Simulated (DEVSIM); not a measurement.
Structure: Ni/SiO2/n-Si capacitor, at 300 K.

```
layer (left to right)  material  thickness (nm)  Nd (cm⁻³)
---------------------  --------  --------------  ---------
1                          SiO2            16.0          -
2                            Si             400     2.1e18
```

Metal gate on the left, work function 5.1 eV. Fixed charge at the semiconductor interface 0 cm⁻² (in units of +e); no interface traps.

Constants are typed, rounded textbook-type inputs, not results; the design itself was drawn at random and stands for no fabricated device. Values at 300 K.

```csv
parameter,SiO2,Si
gap (eV),9,1.124
affinity (eV),0.9,4.05
permittivity,3.9,11.7
Nc (cm⁻³),-,2.86e19
Nv (cm⁻³),-,3.1e19
```

DEVSIM, 1D Poisson equation in equilibrium, Boltzmann statistics, complete ionisation; no quantum confinement or tunnelling. Metal contacts follow the ideal Schottky-Mott rule: no Fermi-level pinning, no interface dipoles.

The SiO2 thickness was swept, all else fixed.

```tsv
SiO2 thickness (μm)	capacitance of the dielectric stack (μF/cm²)	minimum of the low-frequency capacitance (μF/cm²)
0.0064	0.540	[?]
0.0088	0.392	0.220
0.011	0.314	0.192
0.014	0.247	0.161
0.016	0.216	0.147
0.019	0.182	0.131
```

### Question
What belongs in the gaps?

### Answer

- 0.0064, minimum of the low-frequency capacitance (μF/cm²): 0.261
